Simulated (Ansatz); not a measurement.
Structures of equal composition on the (111)A surface of zinc-blende ZnS (Zn plane on top): 2x2 Al adatom at H3; 2x2 Al adatom at T4. The slabs share one bottom face, and each structure is named by its start. These are constructed structures in small cells; real faces may alloy, dewet or reconstruct in larger ones, and not all known structures of the face are among them. Slabs of about 13 Å with all that they carry, Fermi-Dirac smearing of 0.025 eV. Bottom of the slabs: H caps. Relaxed from the named starts with such symmetry as they have, on meshes of like density; energies extrapolated to zero smearing; no spin-orbit coupling, no U. Spin-polarised runs, if any, are marked in brackets, and their order is one that fits the cell; the others ran without spin. Where a second, spin-polarised start was run, the lower counts.

Host crystal: zinc-blende ZnS, with a band gap (PBE, scalar-relativistic without spin-orbit coupling).

The numbers are results of PBE (plane waves to 420 eV, PAW; Ansatz, an electronic-structure program), not measurements.

Task: Rank these by energy per 1x1 cell (lowest first), as PBE gives it.

Result: 2x2 Al adatom at T4 (0.000 eV [spin, 1.0 μB a cell], gap 0.50 eV on the mesh), 2x2 Al adatom at H3 (0.030 eV [spin, 1.0 μB a cell], gap 0.40 eV on the mesh)
